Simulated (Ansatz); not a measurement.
Band structure of KTaO3 (Pm-3m, 5 atoms in the cell).

```
CELL_PARAMETERS angstrom
      4.04202     0.00000     0.00000
      0.00000     4.04202     0.00000
      0.00000     0.00000     4.04202
ATOMIC_POSITIONS crystal
  K  0.50000 0.50000 0.50000
  Ta 0.00000 0.00000 0.00000
  O  0.00000 0.50000 0.00000
  O  0.50000 0.00000 0.00000
  O  0.00000 0.00000 0.50000
```

Computed with PBE, PAW files (plane waves; Ansatz, a first-principles code).

Settings: kpoints.mp_grid.grid = 7 7 7; hamiltonian.xc = pbe; hamiltonian.pseudopotentials = {kind: paw} (an earlier, softer set of the program's PAW files); scf.occupations.method = fixed; kpoints.band_path.npoints = 8.

The starting cell comes from a database of computed structures (which also holds hypothetical and non-ambient phases and stackings), without a prior relaxation at this level. Its lattice was rescaled by a random factor within 2.5 % of one. Spin-orbit coupling is off.

Q: Predict the gap along the standard path and the places of the band edges.

A: The gap along the path is 2.14 eV, from R to Γ; the smallest direct gap on it is 2.78 eV.

Levels in eV from the top of the valence band on the path, bands 17 to 24:
```json
[
 {"point": "Γ", "17": "-1.00", "18": "-0.64", "19": "-0.64", "20": "-0.64", "21": "2.14", "22": "2.14", "23": "2.14", "24": "6.32"},
 {"point": "X", "17": "-2.04", "18": "-1.42", "19": "-0.85", "20": "-0.85", "21": "2.28", "22": "4.79", "23": "4.79", "24": "6.41"},
 {"point": "M", "17": "-1.71", "18": "-1.38", "19": "-1.38", "20": "-0.04", "21": "4.83", "22": "4.83", "23": "6.05", "24": "7.21"},
 {"point": "R", "17": "-3.76", "18": "0.00", "19": "0.00", "20": "0.00", "21": "6.16", "22": "6.16", "23": "6.16", "24": "8.79"}
]
```

Keys are those of Ansatz 0.2.
